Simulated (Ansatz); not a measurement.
Effect of pressure 9 GPa on ZrO2

Start from ZrO2 (space group P4_2/nmc, No. 137; a = 3.601 Å, c = 5.228 Å).

The change: cell and atoms relaxed at a pressure of 9 GPa.

The values are results of r2SCAN, PAW, 500 eV (Ansatz, an electronic-structure program; spin-orbit coupling left out), not measurements. Settings: 9×9×7 k-points, 0.05 eV Fermi–Dirac smearing.

| quantity | base | changed | shift |
|---|---|---|---|
| volume per atom | 11.30 Å³ | 10.82 Å³ | -0.485 Å³ |
| density | 6.04 g/cm³ | 6.31 g/cm³ | +0.27 g/cm³ |
| c/a ratio | 1.452 | 1.437 | -0.0143 |
| shortest interatomic distance | 2.074 Å | 2.071 Å | -0.0025 Å |
| enthalpy H = E + PV relative to the base's energy | – | +0.62 eV/atom | – |
| band gap | 4.60 eV | 4.63 eV | +0.03 eV |
| gap character | indirect, k = (0.222, 0.222, 0) in the run's primitive reciprocal basis → Γ | indirect, A → Γ | – |
| smallest direct gap | 4.71 eV | 4.76 eV | +0.05 eV |
| width of the top valence band | 0.89 eV | 0.98 eV | +0.082 eV |
| electron mass | 2.2 mₑ along c, 0.63 mₑ across (at Γ) | 2.1 mₑ along c, 0.61 mₑ across (at Γ) | – |

Final structure:

```xyz
6
Lattice="3.5607 0.0000 0.0000 0.0000 3.5607 0.0000 0.0000 0.0000 5.1183" Properties=species:S:1:pos:R:3 pbc="T T T"
Zr     0.0000     0.0000     0.0000
Zr     1.7804     1.7804     2.5592
O      0.0000     1.7804     1.0587
O      0.0000     1.7804     3.6179
O      1.7804     0.0000     1.5004
O      1.7804     0.0000     4.0596
```

Load acts through the strain it causes; cell and atoms are relaxed under it. Effective masses come from finite differences of ±0.01 Å⁻¹. Whether these cells are dynamically stable was not tested. Competing high-pressure phases were not computed. This is not the structure that ZrO2 has at room temperature and ambient pressure.
